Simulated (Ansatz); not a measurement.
A self-consistent single point of Zr (P6_3/mmc, 2 atoms in the cell) with Ansatz (a program for electronic structure).

Computed with PBE with spin-orbit coupling (plane waves, PAW; Ansatz).

```
Zr
1.0
    3.20587     0.00000     0.00000
   -1.60293     2.77636     0.00000
    0.00000     0.00000     5.11895
Zr
2
Direct
  0.33333   0.66667   0.25000
  0.66667   0.33333   0.75000
```

Reference input (self-consistent single point, DFT, PBE, plane waves, default PAW files): kpoints.mp_grid.grid = 16 16 9; hamiltonian.xc = pbe; hamiltonian.pseudopotentials = {kind: paw} (the program's default PAW files); scf.occupations.method = fermi_dirac; scf.occupations.width = 0.1 eV. This run's input differs from it in these lines:

Ansatz 0.2 input:
```diff
@@ -15,2 +15,5 @@
     kind: paw
+magnetization:
+  noncollinear: true
+  spin_orbit: true
 scf:
```

Output, abridged:

```
SCF iter   1: F=—  HF=-8369.578800 eV  |F-HF|=—  |Δ(HF+E_count)|=         —  Δρ=2.93e-2  dr2=4.98e-1  dr2_m=0.00e0 (ungated)  ethr=3.10e-3  |M|=0.00e0 ∫|m|=0.00e0 μB  |m|>n=0.0e0 m-floor=0.0e0 τ_xc=0.0e0  β_m=0.30  ⟨swp⟩=5.0  Hψ=11379  notcnv=0
all-band conjugate gradients solve this SCF's bands
preconditioner: auto → none
   [... lines left out ...]
SCF iter   6: F=—  HF=-8369.402130 eV  |F-HF|=—  |Δ(HF+E_count)|=   6.73e-7  Δρ=7.28e-6  dr2=1.28e-8  dr2_m=0.00e0 (ungated)  ethr=4.17e-10  |M|=0.00e0 ∫|m|=0.00e0 μB  |m|>n=0.0e0 m-floor=0.0e0 τ_xc=0.0e0  β_m=0.80  ⟨swp⟩=5.3  Hψ=10574  notcnv=0
SCF iter   7: F=-8369.402130 eV  HF=-8369.402130 eV  |F-HF|=1.07e-10  |Δ(HF+E_count)|=   5.50e-9  Δρ=7.67e-7  dr2=2.79e-10  dr2_m=0.00e0 (ungated)  ethr=5.35e-11  |M|=0.00e0 ∫|m|=0.00e0 μB  |m|>n=0.0e0 m-floor=0.0e0 τ_xc=0.0e0  ⟨swp⟩=1.6  Hψ=7501  notcnv=0
SCF 1 converged in 7 iterations: F = -8369.402130 eV  dr2 = 2.79e-10
Magnetization: |M| = 0.0000 μB,  M = (+0.0000, +0.0000, +0.0000) μB
Absolute magnetization: 0.0000 μB (∫|m|)
  site 0: m = (+0.0000, +0.0000, +0.0000) μB, |m| = 0.0000 μB  (R = 1.30 Å)
  site 1: m = (+0.0000, +0.0000, +0.0000) μB, |m| = 0.0000 μB  (R = 1.30 Å)
Free energy (F): -8369.402130 eV
Internal energy: -8369.333824 eV  (E = F + TS)
E sigma→0 (E₀):  -8369.367977 eV
Entropy (-TS):   -0.068305 eV (-34.153 meV/atom)
Fermi energy:    14.332541 eV
--- Forces (eV/Å), atoms counted from 1 ---
  atom   1  Zr     0.00000000    -0.00000000     0.00000000
  atom   2  Zr    -0.00000000    -0.00000000     0.00000000
--- Stress (GPa, compression-positive) ---
        2.454471       0.000000       0.000000
        0.000000       2.454471       0.000000
        0.000000       0.000000       3.048242
  P = ⅓ Tr σ = 2.6524 GPa (26.524 kbar)
  The stress holds the Pulay correction. Without it, at fixed plane waves, as pw.x and ABINIT print it: P = 2.6339 GPa
```

The run converged in 7 iterations. Against the reference run the pressure stays at 2.65 GPa.

The starting cell comes from a database of computed structures (which also holds hypothetical and non-ambient phases and stackings), without a prior relaxation at this level. Its lattice was rescaled by a random factor within 2.5 % of one. Ansatz's pressure includes its estimate of the finite-basis (Pulay) stress.

Cost on one core of a shared machine: roughly 40 s.
